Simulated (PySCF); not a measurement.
PySCF 2.14.0, R2SCAN/def2-svpd, df: Pb(I) ([I][Pb+]), charge +1, multiplicity 1, 2 atoms. The geometry is a generated start, not checked to be a minimum at this level.

| Item | Result |
|---|---|
| task | energy |
| method | r2scan |
| basis | def2-svpd |
| two-electron scheme | density fitting |
| mol.max_memory | 3000 MB |
| mf.max_cycle | 100 |
| mf.conv_tol | 1e-09 (default) |
| mf.grids.level | 3 (default) |
| effective core potentials | those of the basis set, past Kr |
| basis functions | 67 |
| grid points | 45192 |

```xyz
2

Pb    -0.8743    -0.6588    -0.7459
I      0.8743     0.6588     0.7459
```

Charge 1 and multiplicity 1 are set for this test and not shown to be the ground state.

With the defaults (mf.DIIS = CDIIS, mf.diis = true, mf.diis_space = 8, mf.level_shift = 0, mf.damp = 0, mf.diis_start_cycle = 1, mf.init_guess = minao) it converges in 14 Fock builds. One run each on 2 threads, 1 BLAS thread, with these changes:
- mf.diis = false
- mf.diis_space = 5
- mf.diis = false, mf.damp = 0.7, mf.diis_start_cycle = 999
- mf.DIIS = EDIIS
- mf.init_guess = huckel
- mf.diis_space = 20
- mf.damp = 0.7, mf.diis_start_cycle = 8
- mf.level_shift = 0.1 Hartree
- mf.init_guess = mod_huckel

**Question.** Which runs fail or end elsewhere than the default run?

**Answer.** No convergence: mf.DIIS = EDIIS; mf.diis = false (the run ends without SCF convergence in 100 cycles). The rest reach the solution of the defaults.

```csv
setting,Fock builds,end
mf.init_guess = huckel,13,same solution
the defaults,14,same solution
mf.diis_space = 20,14,same solution
mf.diis_space = 5,14,same solution
mf.init_guess = mod_huckel,14,same solution
mf.level_shift = 0.1 Hartree,17,same solution
"mf.damp = 0.7, mf.diis_start_cycle = 8",17,same solution
"mf.diis = false, mf.damp = 0.7, mf.diis_start_cycle = 999",29,same solution
mf.DIIS = EDIIS,101,no convergence
mf.diis = false,101,no convergence
```
